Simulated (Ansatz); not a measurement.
Consider CoCl3 in the ReO3 type structure (space group Pm-3m, No. 221; a = 4.6586 Å; ferromagnetic; a hypothetical phase, not in the database extracts checked; relaxed with 0.1 eV smearing).

Calculations: PBE (Ansatz, a program for electronic structure; PAW; 420 eV plane waves; scalar-relativistic without spin-orbit coupling).

Before the change:

```
Item                   Value
-------------------  -------
Pressure             0.0 GPa
Largest site moment  2.00 μB
```

One thing is altered: an isotropic linear strain of −2.11 %, atoms relaxed at fixed cell.

Problem. Predict the new pressure and largest site moment.

Solution. The pressure goes from zero to 3.0 GPa; the largest site moment drops by 0.202 μB, from 2.00 μB to 1.79 μB.

Whether these cells are dynamically stable was not tested. No Hubbard U is applied and the magnetic state is the run's own (CoCl3 ferromagnetic); small cells can't hold the antiferromagnetic order that many such compounds have, so gaps and moments can be off.
